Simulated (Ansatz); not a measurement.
A periodic model of amorphous In₂₄O₃₇Sr:

```
CELL_PARAMETERS angstrom
      9.58608     0.06354     0.18888
      0.06354     9.52266    -0.10527
      0.18888    -0.10527     9.75528
ATOMIC_POSITIONS crystal
  In 0.13884 0.28468 0.90936
  In 0.98269 0.98061 0.95518
  In 0.18098 0.69195 0.42699
  In 0.60981 0.17618 0.31579
  In 0.80380 0.68882 0.94472
  In 0.07811 0.31761 0.54668
  In 0.69512 0.69414 0.58882
  In 0.44740 0.00405 0.53247
  In 0.78490 0.40630 0.69030
  In 0.46123 0.22600 0.94729
  In 0.16963 0.66885 0.07978
  In 0.27877 0.37930 0.22559
  In 0.31969 0.88452 0.85342
  In 0.74978 0.07050 0.67063
  In 0.08763 0.61431 0.73728
  In 0.86736 0.84506 0.28809
  In 0.95139 0.16644 0.24416
  In 0.12486 0.98558 0.60185
  In 0.62219 0.94272 0.98745
  In 0.40975 0.35241 0.56794
  In 0.87923 0.50112 0.30240
  In 0.75350 0.32122 0.02703
  In 0.45940 0.54364 0.84840
  In 0.27217 0.00022 0.21685
  O  0.31349 0.84372 0.06719
  O  0.61822 0.14506 0.08603
  O  0.17179 0.45050 0.05144
  O  0.56954 0.51173 0.64928
  O  0.25959 0.17806 0.54958
  O  0.03463 0.96964 0.16523
  O  0.80180 0.94377 0.84852
  O  0.21838 0.50559 0.55363
  O  0.18794 0.91325 0.39485
  O  0.95438 0.12790 0.60497
  O  0.46870 0.00375 0.31722
  O  0.73439 0.67262 0.37655
  O  0.80348 0.04414 0.35397
  O  0.77574 0.31282 0.25092
  O  0.45590 0.35280 0.34732
  O  0.04487 0.76899 0.59423
  O  0.70847 0.25503 0.81551
  O  0.28758 0.18721 0.09418
  O  0.01744 0.67343 0.27115
  O  0.58198 0.18506 0.54902
  O  0.01936 0.74672 0.93644
  O  0.30414 0.60902 0.25558
  O  0.02381 0.39859 0.76239
  O  0.57652 0.71921 0.92420
  O  0.48511 0.02818 0.84953
  O  0.81136 0.52579 0.08450
  O  0.63944 0.89987 0.59103
  O  0.82910 0.61880 0.73919
  O  0.08191 0.32099 0.32189
  O  0.27316 0.66048 0.84921
  O  0.73938 0.82392 0.11910
  O  0.95205 0.20543 0.01859
  O  0.35208 0.34252 0.79737
  O  0.15306 0.04781 0.83287
  O  0.31982 0.87027 0.63857
  O  0.88847 0.43225 0.50714
  O  0.53143 0.42661 0.01835
  Sr 0.55520 0.63302 0.18947
```

Methods: PBE, scalar-relativistic without spin-orbit coupling (Ansatz, a program for electronic structure); r2SCAN, scalar-relativistic without spin-orbit coupling (Ansatz); HSE06, scalar-relativistic without spin-orbit coupling (Ansatz). Neutral PBE cell, which sets geometry, pressure and energy: sampling: a 2×2×2 Γ-centred mesh; Fermi-Dirac width 0.02 eV; no spin polarisation. Exact exchange is cut at the faces of this 10 Å cell, which leaves hybrid gaps a finite-size error.

A CHGNet melt-quench gave the starting glass, which DFT then relaxed. O atoms were pushed apart under 1.9 Å during the dynamics, to hinder bonds among them. The hot cell started wider than the set density and was brought back towards it in steps. It is the lowest in DFT energy of 2 quenches. It is a model cell: composition and starting density were chosen by hand, and all elements were melted together. No dispersion term was used. Its density started from a set value of 6.45 and ended at 6.41 g/cm³. Cooling (nominally 280 K/ps over its main leg) ran many orders faster than in experiment, which tends to leave more defects and strain. Values belong to this one cell and scatter from quench to quench. Volume and shape were free in the relaxation.

Problem. Give the pressure, the energy against reference phases and the spacing of the highest filled and lowest empty levels.

Solution. 
- Pressure on a 2×2×2 Γ-centred mesh: 0.09 GPa
- Largest force and stress component on that mesh (the relaxation ran on the zone centre alone): 0.11 eV/Å and 0.2 GPa
- Energy relative to bixbyite In2O3 + rock-salt SrO (lowest mix at this level among the phases computed, not always the ambient ones): 0.140 eV/atom
- Level gap on a 2×2×2 Γ-centred mesh (PBE): 0.61 eV
- Level gap at the zone centre (PBE): 0.62 eV
- Level gap at the zone centre (r2SCAN): 1.07 eV
- Level gap at the zone centre (HSE06): 2.02 eV
- Distance between the nearest levels spread over more than a fifth of the atoms or a third of the atoms of their main element (six at least) (PBE, zone centre): 0.76 eV

Problem. At PBE and the zone centre, how localised are the states just below and above the Fermi level (participation number: the atoms over which a state spreads)?

Solution. The highest filled state is spread over 7.6 atoms' worth, largest on O33, with weights by element (charge in smoothed Voronoi cells) O 0.95, In 0.05, Sr 0.00. The lowest empty state is spread over 57.4 atoms' worth, largest on O40, with weights by element (charge in smoothed Voronoi cells) O 0.57, In 0.42, Sr 0.01.

At PBE the levels at the filled edge of the gap are localised (band-tail or defect states).

Neighbours within In-In 3.12 Å, In-O 2.76 Å, In-Sr 3.65 Å, O-O 1.58 Å, O-Sr 3.13 Å, Sr-Sr 4.18 Å count as bonded. Two cations that share two anions don't count as bonded, nor two that share one unless they lie closer than In-In 3.04 Å, In-Sr 3.55 Å, Sr-Sr 4.07 Å.

Added carriers, by PBE, scalar-relativistic without spin-orbit coupling run with Ansatz on the zone centre alone. Charged cells keep the cell fixed and stand in a uniform background, with no image correction, at a width of 0.01 eV; where the count is odd the moment is locked at 1 μB, unless the neutral cell bore moments. Each starts from the undistorted neutral geometry alone. PBE's self-interaction favours spread-out carriers, so it can miss traps that a hybrid finds.

Problem. What happens at PBE when the cell takes an extra electron and the atoms relax?

Solution. Relaxation lowers the charged cell by 0.01 eV. The largest moves are O40 0.01 Å, O41 0.01 Å, O46 0.01 Å, In16 0.01 Å. The level that holds the added charge spreads over 57.3 atoms' worth, most on O40 (weight 0.03): a carrier spread over the cell. No bond crosses its cut-off with a change of over 0.15 Å (metal-metal contacts aside). Made neutral again at that geometry, the cell lies +0.01 eV from the neutral start.

Problem. What happens at PBE when the cell takes a hole and the atoms relax?

Solution. Relaxation lowers the charged cell by 0.06 eV. The largest moves are O34 0.06 Å, O30 0.04 Å, In18 0.04 Å, O27 0.04 Å. The level that was emptied spreads over 10.5 atoms' worth, most on O33 (weight 0.21): a partly localised carrier. No bond crosses its cut-off with a change of over 0.15 Å (metal-metal contacts aside). Made neutral again at that geometry, the cell lies +0.09 eV from the neutral start (a closed shell was imposed there, with levels 0.36 eV apart, so this is an upper bound).
